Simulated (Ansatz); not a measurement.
Consider Te (space group P3_121, No. 152; a = 4.624 Å, c = 5.903 Å; made of chains). Axes: x lies along a and z along c of the hexagonal cell.

Structures relaxed with plane-wave PAW DFT at the r2SCAN level (Ansatz, a first-principles code, 500 eV), scalar-relativistic without spin-orbit coupling.

Base:

Simulated powder pattern, Cu Kα, λ = 1.54184 Å (kinematic, ideal powder, no thermal factors, no anomalous dispersion; the 8 strongest lines at most, above 2 %, up to 2θ = 90°):

```tsv
2θ (°)	I/Imax (%)	hkl
22.20	18	(100)
26.90	100	(101)
37.87	40	(012)
38.95	24	(110)
41.97	14	(111)
47.98	20	(021)
55.45	13	(202)
61.92	12	(113)
```

After one change:

Simulated powder pattern, Cu Kα, λ = 1.54184 Å (kinematic, ideal powder, no thermal factors, no anomalous dispersion; the 8 strongest lines at most, above 2 %, up to 2θ = 90°):

| 2θ (°) | I/Imax (%) |
|---|---|
| 21.46 | 24 |
| 26.45 | 100 |
| 37.63 | 23 |
| 37.88 | 38 |
| 40.83 | 17 |
| 46.59 | 21 |
| 54.46 | 13 |
| 59.03 | 14 |

Problem. Which of these changes matches the shifts?
(A) isotropic strain −0.82 %
(B) uniaxial strain ε_zz = +1.05 %
(C) uniaxial strain ε_xx = −4.81 %
(D) biaxial strain +3.38 %, plane normal [001], relaxed out of plane

Solution. D, biaxial strain +3.38 %, plane normal [001], relaxed out of plane. Its volume per atom is 38.26 Å³ against 36.44 Å³, and its space group is P3_121 (No. 152).

Stability against distortions was not tested. No dispersion term is included, though the crystal is made of layers, chains or molecules, so its spacings can come out too wide.
